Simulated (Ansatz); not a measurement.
# AlRu: pressure 3 GPa

Start from AlRu in the CsCl type structure (space group Pm-3m, No. 221; a = 2.983 Å).

Now apply this change: a hydrostatic pressure of 3 GPa.

Method: Kohn–Sham DFT with the r2SCAN functional, run in Ansatz (a quantum-chemistry and plane-wave program) with PAW and 500 eV plane waves, without spin-orbit coupling. Settings: 16×16×16 k-points, 0.05 eV Fermi–Dirac smearing.

The volume per atom falls by 0.174 Å³, from 13.27 Å³ to 13.09 Å³ and the density goes up by 0.11 g/cm³, from 8.01 g/cm³ to 8.12 g/cm³. The lattice parameter a drops by 0.0131 Å (2.983 Å → 2.969 Å) and the shortest interatomic distance drops by 0.011 Å, from 2.583 Å to 2.572 Å. The enthalpy H = E + PV relative to the base's energy amounts to +0.25 eV/atom and the band gap remains zero.

Cost of the whole job for the changed cell (relaxation, final SCF and bands): about 27 core-seconds (a rough figure).

Load acts through the strain it causes; cell and atoms are relaxed under it. Stability against distortions was not tested. The final runs are not spin-polarised.
